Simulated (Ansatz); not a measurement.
Base system: WC (space group P-6m2, No. 187; relaxed with 0.1 eV smearing).

```
WC
1.0
    2.89911     0.00000     0.00000
   -1.44955     2.51070     0.00000
    0.00000     0.00000     2.82680
W C
1 1
Direct
  0.00000   0.00000   0.00000
  0.33333   0.66667   0.50000
```

Cartesian axes are those of the cell as printed.

All numbers come from PBEsol in Ansatz (plane waves to 420 eV, PAW, without spin-orbit coupling).

Strains are applied to the cell and any free atomic positions relax.

One change was made to it. Results:

The energy grows by 0.6 meV/atom; the shortest interatomic distance is nearly the same (4.140 bohr against 4.142 bohr).

### Question
Name the change that was made.
A. uniaxial strain ε_xx = −3.00 %
B. uniaxial strain ε_xx = +3.00 %
C. uniaxial strain ε_xx = +0.50 %
D. uniaxial strain ε_xx = +2.50 %
E. uniaxial strain ε_xx = +1.00 %

### Answer
C, uniaxial strain ε_xx = +0.50 %. For comparison, the energy relative to the base in the other runs: uniaxial strain ε_xx = +3.00 % gives +20 meV/atom; uniaxial strain ε_xx = +1.00 % gives +2.3 meV/atom; uniaxial strain ε_xx = −3.00 % gives +23 meV/atom; uniaxial strain ε_xx = +2.50 % gives +14 meV/atom.

Whether these cells are dynamically stable was not tested. The final runs are not spin-polarised.

Ansatz is an electronic-structure program.
